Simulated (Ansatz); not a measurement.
## A computed series for YN: pressure series

The parent structure is YN in the rock salt structure (space group Fm-3m, No. 225; a = 4.906 Å).

Cell and atoms are relaxed at each pressure.

The values are results of PBE (Ansatz, a quantum-chemistry and plane-wave program), no spin-orbit coupling, not measurements.

Candidates:
(a) pressure −2 GPa
(b) pressure 9 GPa
(c) pressure 15 GPa
(d) pressure 4.5 GPa
(e) pressure 2.1 GPa

For the base:

| Item | Result |
|---|---|
| Smallest direct gap | 0.61 eV |

**Question.** Order them by smallest direct gap, highest first.

**Answer.** (a) pressure −2 GPa (0.64 eV), (e) pressure 2.1 GPa (0.58 eV), (d) pressure 4.5 GPa (0.54 eV), (b) pressure 9 GPa (0.47 eV), (c) pressure 15 GPa (0.39 eV)

Load acts through the strain it causes; cell and atoms are relaxed under it. Stability against distortions was not tested. Competing high-pressure phases were not computed.
